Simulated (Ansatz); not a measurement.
The cell is built on a prototype and need not be the phase stable at ambient conditions.

By PBEsol, the system below comes out a metal.

Input:

```
Pt
1.0
    3.67403     0.00000     0.00000
   -1.83701     3.18180     0.00000
    1.83701     1.06060     1.49992
Pt
1
Direct
  0.00000   0.00000   0.00000
```

Space group of this cell: Pm-3m, simple cubic. The cell was relaxed by PBE-D3(BJ); by PBEsol its mean pressure is -2.6 GPa.

The current flows along the normal of the first two printed cell vectors. No spin-orbit coupling; the value is a mean over 0.1 eV about the Fermi level.

Q: Give the ballistic conductance per area that PBEsol (Ansatz, a quantum-chemistry and plane-wave program) yields.

A: 2.2 × 10¹⁵ S/m² for both spins.
